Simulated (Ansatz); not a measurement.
Take PbS in the rock salt structure (space group Fm-3m, No. 225) as the base.

```xyz
2
Lattice="0.0000 2.9513 2.9513 2.9513 0.0000 2.9513 2.9513 2.9513 0.0000" Properties=species:S:1:pos:R:3 pbc="T T T"
S      0.0000     0.0000     0.0000
Pb     2.9513     2.9513     2.9513
```

Cartesian axes are those of the cell as printed.

The values are results of DFT with PBEsol, PAW potentials and a 420 eV plane-wave cutoff in Ansatz (a first-principles code), scalar-relativistic without spin-orbit coupling, not measurements.

Base values:

| Item | Value |
|---|---|
| Smallest direct gap | 0.19 eV |
| Pressure | 0.00 GPa |

Modification: tensile biaxial strain of 0.99 % in the plane normal to [110], as in epitaxy on a mismatched substrate; the out-of-plane cell vector and the atoms relax.

Task: How does this affect the smallest direct gap?

Result: The smallest direct gap grows by 0.04 eV to 0.23 eV.

Task: Estimate the effect on the pressure.

Result: The pressure (mean of the normal stresses, compression positive) goes from zero to -0.71 GPa.

A biaxial case was relaxed in a doubled cell and then solved in the primitive one. Spin-orbit coupling, missing from the scalar runs, can matter with Pb. Stability against distortions was not tested. The zero or small gap of PbS can change with the level of theory.
